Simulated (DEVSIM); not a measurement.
System: TaN/SiO2/p-InP capacitor, at 250 K.

Layer 1 from the left is SiO2, thickness (nm) 9.90. Layer 2 from the left is InP, thickness (nm) 1100, Na (cm⁻³) 3.3e17.

Metal gate on the left, work function 4.4 eV. Fixed charge at the semiconductor interface -5.9e10 cm⁻² (in units of +e); no interface traps.

Constants are typed, rounded textbook-type inputs, not results; the design itself was drawn at random and stands for no fabricated device. Values at 300 K; Nc and Nv go as T^1.5, mobilities as T to minus their exponent, the gap by Varshni's rule with the affinity fixed.

SiO2: gap (eV) 9, affinity (eV) 0.9, permittivity 3.9. InP: gap (eV) 1.344, affinity (eV) 4.38, permittivity 12.5, Nc (cm⁻³) 5.7e17, Nv (cm⁻³) 1.1e19, Varshni α (eV/K) 0.000363, Varshni β (K) 162.

Model (solved in DEVSIM): 1D Poisson equation in equilibrium, Boltzmann statistics, complete ionisation; no quantum confinement or tunnelling. Metal contacts follow the ideal Schottky-Mott rule: no Fermi-level pinning, no interface dipoles.

### Question
What does the simulation give for the flat-band voltage, the minimum of the low-frequency capacitance?

### Answer
flat-band voltage -1.24 V; minimum of the low-frequency capacitance 0.110 μF/cm².
